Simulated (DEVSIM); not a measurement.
Device: Co/Si3N4/p-GaAs capacitor, at 300 K.

```tsv
layer (left to right)	material	thickness (nm)	Na (cm⁻³)
1	Si3N4	2.50	-
2	GaAs	4300	2.2e16
```

Metal gate on the left, work function 5 eV. Fixed charge at the semiconductor interface 4.7e12 cm⁻² (in units of +e); no interface traps.

The device is made up for the run: typed textbook-type constants, with dimensions and the other settings drawn at random. Values at 300 K.

| parameter | Si3N4 | GaAs |
|---|---|---|
| gap (eV) | 5.1 | 1.424 |
| affinity (eV) | 2.1 | 4.07 |
| permittivity | 7.5 | 12.9 |
| Nc (cm⁻³) | - | 4.7e17 |
| Nv (cm⁻³) | - | 9e18 |

DEVSIM, 1D Poisson equation in equilibrium, Boltzmann statistics, complete ionisation; no quantum confinement or tunnelling. Metal contacts follow the ideal Schottky-Mott rule: no Fermi-level pinning, no interface dipoles.

### Question
Tabulate band edges, carrier densities and field at 0.3 V on the gate.

### Answer
Energies count from the Fermi level of the right contact; mesh points crowd at the junctions.

```json
[
 {"x (μm)": "0.000", "Ec (eV)": "2.600", "Ev (eV)": "-2.500", "n (cm⁻³)": "< 1e2", "p (cm⁻³)": "< 1e2", "field (V/cm)": "-1000000"},
 {"x (μm)": "0.0008929", "Ec (eV)": "2.510", "Ev (eV)": "-2.590", "n (cm⁻³)": "< 1e2", "p (cm⁻³)": "< 1e2", "field (V/cm)": "-1000000"},
 {"x (μm)": "0.001787", "Ec (eV)": "2.420", "Ev (eV)": "-2.680", "n (cm⁻³)": "< 1e2", "p (cm⁻³)": "< 1e2", "field (V/cm)": "-1000000"},
 {"x (μm)": "0.002668", "Ec (eV)": "0.380", "Ev (eV)": "-1.044", "n (cm⁻³)": "2.0e11", "p (cm⁻³)": "< 1e2", "field (V/cm)": "73000"},
 {"x (μm)": "0.005012", "Ec (eV)": "0.397", "Ev (eV)": "-1.027", "n (cm⁻³)": "1.0e11", "p (cm⁻³)": "< 1e2", "field (V/cm)": "72000"},
 {"x (μm)": "0.009080", "Ec (eV)": "0.426", "Ev (eV)": "-0.998", "n (cm⁻³)": "3.3e10", "p (cm⁻³)": "150", "field (V/cm)": "71000"},
 {"x (μm)": "0.01765", "Ec (eV)": "0.486", "Ev (eV)": "-0.938", "n (cm⁻³)": "3.3e9", "p (cm⁻³)": "1500", "field (V/cm)": "68000"},
 {"x (μm)": "0.04491", "Ec (eV)": "0.660", "Ev (eV)": "-0.764", "n (cm⁻³)": "3800000", "p (cm⁻³)": "1300000", "field (V/cm)": "60000"},
 {"x (μm)": "0.09316", "Ec (eV)": "0.914", "Ev (eV)": "-0.510", "n (cm⁻³)": "210", "p (cm⁻³)": "2.4e10", "field (V/cm)": "45000"},
 {"x (μm)": "0.2015", "Ec (eV)": "1.222", "Ev (eV)": "-0.202", "n (cm⁻³)": "< 1e2", "p (cm⁻³)": "3.6e15", "field (V/cm)": "12000"},
 {"x (μm)": "0.4232", "Ec (eV)": "1.268", "Ev (eV)": "-0.155", "n (cm⁻³)": "< 1e2", "p (cm⁻³)": "2.2e16", "field (V/cm)": "11"},
 {"x (μm)": "1.128", "Ec (eV)": "1.268", "Ev (eV)": "-0.155", "n (cm⁻³)": "< 1e2", "p (cm⁻³)": "2.2e16", "field (V/cm)": "≈ 0"},
 {"x (μm)": "2.293", "Ec (eV)": "1.268", "Ev (eV)": "-0.155", "n (cm⁻³)": "< 1e2", "p (cm⁻³)": "2.2e16", "field (V/cm)": "≈ 0"},
 {"x (μm)": "3.350", "Ec (eV)": "1.268", "Ev (eV)": "-0.155", "n (cm⁻³)": "< 1e2", "p (cm⁻³)": "2.2e16", "field (V/cm)": "≈ 0"},
 {"x (μm)": "3.958", "Ec (eV)": "1.268", "Ev (eV)": "-0.155", "n (cm⁻³)": "< 1e2", "p (cm⁻³)": "2.2e16", "field (V/cm)": "≈ 0"},
 {"x (μm)": "4.140", "Ec (eV)": "1.268", "Ev (eV)": "-0.155", "n (cm⁻³)": "< 1e2", "p (cm⁻³)": "2.2e16", "field (V/cm)": "≈ 0"},
 {"x (μm)": "4.226", "Ec (eV)": "1.268", "Ev (eV)": "-0.155", "n (cm⁻³)": "< 1e2", "p (cm⁻³)": "2.2e16", "field (V/cm)": "≈ 0"},
 {"x (μm)": "4.267", "Ec (eV)": "1.268", "Ev (eV)": "-0.155", "n (cm⁻³)": "< 1e2", "p (cm⁻³)": "2.2e16", "field (V/cm)": "≈ 0"},
 {"x (μm)": "4.290", "Ec (eV)": "1.268", "Ev (eV)": "-0.155", "n (cm⁻³)": "< 1e2", "p (cm⁻³)": "2.2e16", "field (V/cm)": "≈ 0"},
 {"x (μm)": "4.297", "Ec (eV)": "1.268", "Ev (eV)": "-0.155", "n (cm⁻³)": "< 1e2", "p (cm⁻³)": "2.2e16", "field (V/cm)": "≈ 0"},
 {"x (μm)": "4.301", "Ec (eV)": "1.268", "Ev (eV)": "-0.155", "n (cm⁻³)": "< 1e2", "p (cm⁻³)": "2.2e16", "field (V/cm)": "≈ 0"},
 {"x (μm)": "4.303", "Ec (eV)": "1.268", "Ev (eV)": "-0.155", "n (cm⁻³)": "< 1e2", "p (cm⁻³)": "2.2e16", "field (V/cm)": "≈ 0"}
]
```
